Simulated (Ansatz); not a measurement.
Start from GaP in the zinc blende structure (space group F-43m, No. 216; a = 5.4517 Å). Axes: x, y, z lie along the cube axes.

One thing is altered: uniaxial strain ε_xx = +0.28 %, all other strain components held at zero; the atoms relax in the strained cell.

Levels (all Ansatz, a first-principles code, PAW, earlier PAW set): r2SCAN (500 eV, no spin-orbit coupling); HSE06+SOC (420 eV, noncollinear with spin-orbit coupling).

The geometry is relaxed with r2SCAN.

```
Quantity                                     Value
----------------------------  --------------------
r2SCAN valence-band top at Γ  0.00, 0.00, -0.02 eV
r2SCAN band gap                            1.84 eV
```

With HSE06+SOC at the same geometry, the valence-band top at Γ (three highest Kramers pairs, from the VBM) changes from 0.00, 0.00, -0.02 eV to 0.00, -0.01, -0.10 eV; the band gap grows by 0.38 eV, from 1.84 eV to 2.22 eV.

Single points use the geometry relaxed with r2SCAN. HSE06 gaps are upper bounds (no full band path). Differences between runs with and without spin-orbit coupling are approximate. Stability against distortions was not tested.
